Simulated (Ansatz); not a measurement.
Take CsPbBr3 in the cubic perovskite structure (space group Pm-3m, No. 221; a = 5.872 Å) as the base.

Computed with PBEsol, PAW, 420 eV (Ansatz, an electronic-structure program; no spin-orbit coupling).

Before the change:

| Quantity | Result |
|---|---|
| Valley order | R along ⟨111⟩ 1.43 eV; Γ 2.88 eV |
| Pressure | 0.00 GPa |
| Electron mass | 0.077, 0.74, 0.74 mₑ (at R) |
| Hole mass | 0.13 mₑ (at R) |

The change: every lattice vector is shortened by 1.20 %, atoms relaxed at fixed cell.

Q: Estimate the effect on the valley order, pressure, electron mass and hole mass.

A: The valley order (the lowest conduction-band minima on the path, energy above the VBM, named in the base's zone) becomes R along ⟨111⟩ 1.27 eV; Γ 2.68 eV (base: R along ⟨111⟩ 1.43 eV; Γ 2.88 eV); the pressure goes from zero to 0.85 GPa; the electron mass (degenerate bands, along [100]) becomes 0.070, 0.70, 0.70 mₑ (at R) (base: 0.077, 0.74, 0.74 mₑ (at R)); the hole mass becomes 0.12 mₑ (at R) (base: 0.13 mₑ (at R)).

Spin-orbit coupling, missing from the scalar runs, can matter with Pb. The levels and masses belong to the bands next to the band gap. The cells carry an imposed strain or load. Masses are band curvatures over ±0.01 Å⁻¹ around the edge. Whether these cells are dynamically stable was not tested. Many cubic perovskites are stable only at high temperature; tilts and polar distortions were not tested. This is not the structure that CsPbBr3 has at room temperature and ambient pressure.
